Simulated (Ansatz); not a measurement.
Work function of faces of hcp Be in PBE and in r2SCAN, in Ansatz (plane waves, PAW). Symmetric slabs relaxed with PBE from ideal cuts in 1x1 cells (the lowest computed cut and spin start of each face; real faces may reconstruct in larger cells); r2SCAN values are single points on them, with the bulk at the same level. No spin-orbit coupling, no U.

| face | PBE (eV) | r2SCAN (eV) |
|---|---|---|
| (0001) | 5.30 | 5.36 |
| (10-10) | 4.52 | 4.52 |
| (10-11) | 5.04 | 5.08 |
| (10-12) | 4.88 | 4.91 |
| (10-13) | 4.39 | 4.38 |
| (11-20) | 4.06 | 4.04 |
| (11-21) | 4.54 | ? |
| (11-22) | 4.80 | 4.84 |
| (11-23) | 4.34 | 4.33 |

### Question
Fit a straight line y = a·x + b by least squares to the 8 complete rows (x: PBE (eV); y: r2SCAN (eV)).

### Answer
the means are x̄ = 4.6662 and ȳ = 4.6825; Σ(x − x̄)² = 1.1766 and Σ(x − x̄)(y − ȳ) = 1.2595, so a = 1.070 and b = ȳ − a·x̄ = -0.312. The largest residual is 0.014.

### Question
What does the line predict for the withheld row, (11-21), and what did the calculation give?

### Answer
the line gives 4.55; the calculation gave 4.55, a miss of 0.00, of the size of the fitted rows' scatter and rounding.

Ansatz is a program for electronic structure.
